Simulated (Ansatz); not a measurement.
Band structure of YZn5 (P6/mmm, 6 atoms in the cell).

```
CELL_PARAMETERS angstrom
      5.33374     0.00000     0.00000
     -2.66687     4.61915     0.00000
      0.00000     0.00000     4.24268
ATOMIC_POSITIONS crystal
  Y  0.00000 0.00000 0.00000
  Zn 0.00000 0.50000 0.50000
  Zn 0.50000 0.00000 0.50000
  Zn 0.50000 0.50000 0.50000
  Zn 0.33333 0.66667 0.00000
  Zn 0.66667 0.33333 0.00000
```

Method of the run: LDA (PW92), PAW files made with PBE (plane waves; Ansatz, a program for electronic structure).

Settings: kpoints.mp_grid.grid = 6 6 6; hamiltonian.xc = lda; hamiltonian.pseudopotentials = {kind: paw} (the program's default PAW files); scf.occupations.method = fermi_dirac; scf.occupations.width = 0.136 eV; kpoints.band_path.npoints = 8.

The starting cell comes from a database of computed structures (which also holds hypothetical and non-ambient phases and stackings), without a prior relaxation at this level. Its lattice was rescaled by a random factor within 2.5 % of one.

Levels in eV from the Fermi level, bands 33 to 40:
```csv
point,33,34,35,36,37,38,39,40
Γ,-2.63,-1.29,-0.74,-0.36,-0.36,2.38,2.38,2.57
M,-2.64,-0.70,0.41,0.74,1.64,1.82,1.97,2.38
K,0.01,0.01,0.02,0.02,0.06,2.27,2.27,3.47
A,-1.79,-1.79,-0.82,-0.82,0.02,0.64,0.64,3.51
L,-4.47,-1.66,-0.98,-0.67,0.38,1.46,2.82,3.66
H,-4.59,-2.39,-2.29,1.32,1.32,1.50,1.50,3.66
```

Bands cross the Fermi level along this path, so the cell is metallic at this level.

Keys are those of Ansatz 0.2.
